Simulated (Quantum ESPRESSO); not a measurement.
Input and output of a self-consistent single point for GaCuSeS (I2_12_12_1, 8 atoms in the cell) (Quantum ESPRESSO).

Method: PBEsol, PseudoDojo standard norm-conserving (PBESOL) pseudopotentials (plane waves; Quantum ESPRESSO 7.5).

The change in words: lattice scaled by 0.98. Reference geometry:
```
CELL_PARAMETERS angstrom
      2.73550     2.73909     5.43389
     -2.73550     2.73909     5.43389
     -2.73550    -2.73909     5.43389
ATOMIC_POSITIONS crystal
  Ga 0.88037 0.75000 0.13037
  Ga 0.61963 0.25000 0.36963
  Cu 0.38620 0.75000 0.63620
  Cu 0.11380 0.25000 0.86380
  Se 0.00799 0.24201 0.25000
  Se 0.49201 0.25799 0.75000
  S  0.75000 0.75058 0.49942
  S  0.25000 0.74942 0.00058
```

Reference input (self-consistent single point, DFT, PBEsol, plane waves, PseudoDojo standard norm-conserving (PBESOL) pseudopotentials): ecutwfc = 95 Ry; occupations = smearing; smearing = fd; degauss = 0.00147 Ry; potentials = {Ga: Ga.upf, Cu: Cu.upf, Se: Se.upf, S: S.upf}; K_POINTS = automatic 3 3 3 0 0 0; conv_thr = 1e-09 Ry. This run's input differs from it in these lines:

```diff
@@ -10,5 +10,5 @@
   ibrav = 11
-  celldm(1) = 10.338691628
-  celldm(2) = 1.00131237434
-  celldm(3) = 1.98643392433
+  celldm(1) = 10.131917795
+  celldm(2) = 1.00131229973
+  celldm(3) = 1.98643384972
   nat = 8
```

Output (repeated stretches shortened):

```
     Self-consistent Calculation

     iteration #  1     ecut=    95.00 Ry     beta= 0.70

     Threshold (ethr) on eigenvalues was too large:
     Diagonalizing with lowered threshold

     total energy              =   -1591.50941900 Ry
     estimated scf accuracy    <       0.85355409 Ry

     iteration #  2     ecut=    95.00 Ry     beta= 0.70

     total energy              =   -1591.73272001 Ry
     estimated scf accuracy    <       2.46730236 Ry

     iteration #  3     ecut=    95.00 Ry     beta= 0.70

     total energy              =   -1592.02448822 Ry
     estimated scf accuracy    <       0.07673575 Ry

   [... 7 blocks of this kind left out ...]

     iteration # 11     ecut=    95.00 Ry     beta= 0.70

     total energy              =   -1592.04372643 Ry
     estimated scf accuracy    <       0.00000001 Ry

     iteration # 12     ecut=    95.00 Ry     beta= 0.70
     End of self-consistent calculation

     the Fermi energy is    10.0780 ev

!    total energy              =   -1592.04372643 Ry
     estimated scf accuracy    <          1.9E-10 Ry
     smearing contrib. (-TS)   =      -0.00000000 Ry
     internal energy E=F+TS    =   -1592.04372643 Ry

     convergence has been achieved in  12 iterations

     Forces acting on atoms (cartesian axes, Ry/au):

     atom    1 type  1   force =     0.00000000    0.00000000   -0.00116879
     atom    2 type  1   force =     0.00000000    0.00000000    0.00116879
     atom    3 type  2   force =     0.00000000    0.00000000    0.00439205
     atom    4 type  2   force =     0.00000000   -0.00000000   -0.00439205
     atom    5 type  3   force =     0.00913257    0.00000000    0.00000000
   [... lines left out ...]

     Total force =     0.018436     Total SCF correction =     0.000069

          total   stress  (Ry/bohr**3)                   (kbar)     P=       29.08
   0.00019736   0.00000000  -0.00000000           29.03        0.00       -0.00
   0.00000000   0.00019803   0.00000000            0.00       29.13        0.00
  -0.00000000   0.00000000   0.00019757           -0.00        0.00       29.06

   JOB DONE.
```

The run converged in 12 iterations. Against the reference run the free energy rises by 2.3 meV/atom, the pressure goes from -2.00 to 2.91 GPa, the largest force goes from 0.133 to 0.235 eV/Å and the gap on the mesh goes from 0.332 to 0.629 eV.

The starting cell comes from a database of computed structures (which also holds hypothetical and non-ambient phases and stackings), without a prior relaxation at this level. For this run, on top of that: lattice scaled by 0.98.

Cost on one core of a shared machine: roughly 3 min.
